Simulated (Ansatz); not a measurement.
BN: biaxial strain −2.08 %, plane normal [111], relaxed out of plane

Base system: BN in the zinc blende structure (space group F-43m, No. 216; a = 3.610 Å). Axes: x, y, z lie along the cube axes.

Modification: biaxial strain −2.08 %, plane normal [111], relaxed out of plane (Cartesian); in-plane vectors clamped, the third vector and the atoms free.

The values are results of r2SCAN (Ansatz, an electronic-structure program; PAW; 500 eV plane waves; no SOC), not measurements. Settings: 16×16×16 k-points, 0.05 eV Fermi–Dirac smearing.

```json
[
 {"quantity": "volume per atom", "base": "5.88 Å³", "changed": "5.66 Å³", "shift": "-0.22 Å³"},
 {"quantity": "space group", "base": "F-43m (No. 216)", "changed": "R3m (No. 160)", "shift": "–"},
 {"quantity": "shortest interatomic distance", "base": "1.563 Å", "changed": "1.535 Å", "shift": "-0.028 Å"},
 {"quantity": "energy relative to the base (free energy F)", "base": "0 meV/atom", "changed": "+18 meV/atom", "shift": "+18 meV/atom"},
 {"quantity": "pressure (mean of the normal stresses, compression positive)", "base": "0.00 GPa", "changed": "16.56 GPa", "shift": "+16.56 GPa"},
 {"quantity": "band gap", "base": "5.00 eV", "changed": "4.98 eV", "shift": "-0.02 eV"},
 {"quantity": "gap character", "base": "–", "changed": "indirect, Γ → F", "shift": "–"},
 {"quantity": "smallest direct gap", "base": "9.59 eV", "changed": "9.15 eV", "shift": "-0.44 eV"},
 {"quantity": "valence-band top at Γ (three highest levels, from the VBM)", "base": "0.00, 0.00, 0.00 eV", "changed": "0.00, 0.00, -0.16 eV", "shift": "–"},
 {"quantity": "out-of-plane strain", "base": "–", "changed": "+0.33 %", "shift": "–"},
 {"quantity": "ratio −ε⊥/ε∥", "base": "–", "changed": "0.16", "shift": "–"},
 {"quantity": "mean in-plane stress (compression positive)", "base": "–", "changed": "+24.8 GPa", "shift": "–"}
]
```

Cost of the whole job for the changed cell (relaxation, final SCF and bands): very roughly 18 core-seconds.

Stability against distortions was not tested. k-point labels follow each cell's own Brillouin zone.
